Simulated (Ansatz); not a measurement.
Mg (model structure, started from the diamond type, Fd-3m, No. 227, 2 atoms in the cell) was calculated with LDA (plane waves, PAW; Ansatz, a quantum-chemistry and plane-wave program).

Numerical settings: plane-wave cutoff 520 eV, 16×16×16 k mesh, Fermi–Dirac smearing 0.05 eV, scalar-relativistic PAW data made under PBE.

Cell (relaxed at this level):

```xyz
2
Lattice="0.0000 3.3463 3.3463 3.3463 0.0000 3.3463 3.3463 3.3463 0.0000" Properties=species:S:1:pos:R:3 pbc="T T T"
Mg     1.6732     1.6732     1.6732
Mg     0.0000     0.0000     0.0000
```

Estimate the bulk modulus that the calculation returns.


* **bulk modulus**: 12.8 GPa

The run finds no gap.

Note: the bulk modulus is −V dP/dV from two relaxed cells at ±2 % in volume; the relaxation could raise the start's symmetry but not lower it, so the cell can be a saddle point.

Computing time: roughly 29 core-seconds.

A model structure was made by putting elements into a prototype or built by hand; it is no filed structure, need not be a known phase, and can be a saddle point held by its symmetry.
